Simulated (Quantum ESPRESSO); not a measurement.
Worked example: self-consistent single point of SnSe₂ (P-3m1, 3 atoms in the cell) in Quantum ESPRESSO.

Method: PBEsol, SSSP 1.1.2 efficiency (PBE) pseudopotentials (plane waves; Quantum ESPRESSO).

```
CELL_PARAMETERS angstrom
      3.82576     0.00000     0.00000
     -1.91288     3.31321     0.00000
      0.00000     0.00000     6.45864
ATOMIC_POSITIONS crystal
  Sn 0.00000 0.00000 0.00000
  Se 0.66667 0.33333 0.75710
  Se 0.33333 0.66667 0.24290
```

Reference input (self-consistent single point, DFT, PBE, plane waves, SSSP 1.1.2 efficiency (PBE) pseudopotentials): ecutwfc = 40 Ry; ecutrho = 320 Ry; occupations = fixed; potentials = {Sn: Sn_pbe_v1.uspp.F.UPF, Se: Se_pbe_v1.uspp.F.UPF}; K_POINTS = automatic 7 7 4 0 0 0; nbnd = 15; conv_thr = 1e-09 Ry. This run's input differs from it in these lines:

```diff
@@ -16,2 +16,3 @@
   nbnd = 15,
+  input_dft = 'pbesol',
 /
```

Output, abridged:

```
     Self-consistent Calculation

     iteration #  1     ecut=    40.00 Ry     beta= 0.70

     total energy              =    -249.21896539 Ry
     estimated scf accuracy    <       0.51268649 Ry

     iteration #  2     ecut=    40.00 Ry     beta= 0.70

     total energy              =    -249.34980244 Ry
     estimated scf accuracy    <       0.33564721 Ry

     iteration #  3     ecut=    40.00 Ry     beta= 0.70

     total energy              =    -249.43056602 Ry
     estimated scf accuracy    <       0.03231242 Ry

   [... 4 blocks of this kind left out ...]

     iteration #  8     ecut=    40.00 Ry     beta= 0.70

     total energy              =    -249.43755584 Ry
     estimated scf accuracy    <          4.8E-09 Ry

     iteration #  9     ecut=    40.00 Ry     beta= 0.70
     End of self-consistent calculation

     highest occupied, lowest unoccupied level (ev):     5.7531    6.5052

!    total energy              =    -249.43755584 Ry
     estimated scf accuracy    <          1.2E-10 Ry

     convergence has been achieved in   9 iterations

     Forces acting on atoms (cartesian axes, Ry/au):

     atom    1 type  1   force =    -0.00000000    0.00000000    0.00000000
     atom    2 type  2   force =    -0.00000000   -0.00000000   -0.00723319
     atom    3 type  2   force =     0.00000000    0.00000000    0.00723319

     Total force =     0.010229     Total SCF correction =     0.000020

          total   stress  (Ry/bohr**3)                   (kbar)     P=        1.61
  -0.00000226   0.00000000   0.00000000           -0.33        0.00        0.00
   0.00000000  -0.00000226   0.00000000            0.00       -0.33        0.00
   0.00000000   0.00000000   0.00003746            0.00        0.00        5.51

   JOB DONE.
```

The run converged in 9 iterations. Against the reference run the pressure goes from 2.82 to 0.16 GPa, the largest force goes from 0.378 to 0.186 eV/Å and the gap on the mesh goes from 0.826 to 0.752 eV.

The starting cell comes from a database of computed structures (which also holds hypothetical and non-ambient phases and stackings), without a prior relaxation at this level. Its lattice was rescaled by a random factor within 2.5 % of one.
